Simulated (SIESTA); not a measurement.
Band structure of MoRu (P-6m2, 2 atoms in the cell).

```
MoRu
1.0
    2.80380     0.00000     0.00000
   -1.40190     2.42816     0.00000
    0.00000     0.00000     4.50612
Mo Ru
1 1
Cartesian
  1.40190   0.80939   0.00000
  0.00000   1.61877   2.25306
```

Method of the run: LDA PW92, numerical atomic orbitals DZP, PseudoDojo LDA standard norm-conserving potentials (rewritten from UPF to PSML) (SIESTA).

Settings: XC.functional = LDA; XC.authors = PW92; potentials = PseudoDojo LDA standard; PAO.BasisSize = DZP; PAO.EnergyShift = 0.01 Ry; MeshCutoff = 300 Ry; kgrid.MonkhorstPack = 13 13 7; OccupationFunction = FD; ElectronicTemperature = 1160.45 K; MaxSCFIterations = 150; SCF.Mixer.Method = Broyden; SCF.Mixer.Weight = 0.2; SCF.Mixer.History = 8; SCF.DM.Tolerance = 1.0E-05.

The starting cell comes from a database of computed structures (which also holds hypothetical and non-ambient phases and stackings), without a prior relaxation at this level. Its lattice was rescaled by a random factor within 2.5 % of one. Spin polarisation is off. Values carry the incompleteness of an atom-centred basis.

Levels in eV from the Fermi level, bands 12 to 17:
| point | 12 | 13 | 14 | 15 | 16 | 17 |
|---|---|---|---|---|---|---|
| Γ | -1.78 | -1.40 | -0.40 | -0.40 | -0.39 | -0.39 |
| M | -1.84 | -1.06 | -0.99 | -0.40 | 1.61 | 3.16 |
| K | -2.73 | -2.10 | -1.37 | 0.02 | 1.81 | 2.34 |
| A | -1.97 | -1.97 | -1.38 | -1.30 | -1.30 | 1.15 |
| L | -3.23 | -0.61 | 0.86 | 0.88 | 1.73 | 1.86 |
| H | -3.01 | -2.11 | -1.19 | -0.13 | 0.09 | 1.92 |

Bands cross the Fermi level along this path, so the cell is metallic at this level.

Higher empty bands are left out: an atom-centred basis made for the valence describes them poorly.
